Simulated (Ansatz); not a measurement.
## KCl: energy against volume

KCl (rock salt, Fm-3m, 32.484 Å³/atom and stress up to 0.01 GPa in the relaxed cell, cube axes along x, y and z) under an equal strain ε along all three axes. PBE in Ansatz, a plane-wave DFT program (PAW, default set), 420 eV, 9×9×9 Γ-centred mesh, Fermi-Dirac smearing 0.05 eV; ions are relaxed, or left where forces stay under 0.02 eV/Å, within the symmetry of each cell.

Here V stands for volume and E for E less E0.

| volume (Å³/atom) | E less E0 (meV/atom) | pressure (GPa) |
|---|---|---|
| 30.5734 | 6.43 | 1.14 |
| 31.0437 | 3.55 | 0.82 |
| 31.5189 | 1.55 | 0.53 |
| 31.9989 | 0.38 | 0.25 |
| 32.4837 | 0.00 | 0.00 |
| 32.9734 | 0.36 | -0.23 |
| 33.4680 | 1.42 | -0.45 |
| 33.9675 | 3.14 | -0.65 |
| 34.4719 | 5.49 | -0.84 |
| 35.4958 | ? | ? |

Problem. Fit E against V with the third-order Birch-Murnaghan form, a cubic in V^(-2/3), and predict the withheld value at V = 35.4958.

Solution. With u = V^(-2/3) - 0.0983, the rows have u = 0.0039753, 0.0029397, 0.0019196, 0.0009148, -0.0000748, -0.0010497, -0.0020102, -0.0029565, -0.0038889. Least squares gives E = 0.002 + 61.9·u + 384915·u² + 1585545·u³. Residuals (row less fit): 0.000, -0.001, 0.000, -0.002, 0.000, 0.001, 0.000, -0.003, 0.001; standard error 0.002 (degrees of freedom: 5). Its minimum lies at u = -0.0000804, so V0 = (0.0982196)^(-3/2) = 32.49. There d²E/du² = 769100 and d³E/du³ = 9513000, so B0 = (4/9) × 32.49^(-7/3) × 769100 × 0.160218 = 16.3 GPa (the last factor turns the table's units into GPa), and B0' = 4 + (2/3) × 0.0982196 × (9513000)/769100 = 4.8. B0' rests on the cubic coefficient alone and has a standard error of 0.1 from these residuals. At the withheld row, u = -0.0057133, so E = 0.002 + 61.9 × (-0.0057133) + 384915 × (-0.0057133)² + 1585545 × (-0.0057133)³ = 11.917 meV/atom. The calculation gives 11.91 meV/atom, 0.007 meV/atom below the prediction (0.1 % of the range of E in the table). The row lies outside the fitted rows, so this is an extrapolation. The scatter of the fitted rows lies at the last printed digit.

Other structures, which can take over under pressure, weren't tried. The same form fitted to the pressure column gives B0' = 4.8; series where the two differ by over 0.4 aren't shown. Rows are the converged runs of the series near zero and its far end, less any whose ions stayed unrelaxed beside relaxed ones; series whose fitted rows scatter by over a few per cent of the range, as at a crossing or softening among them, aren't shown in this form.
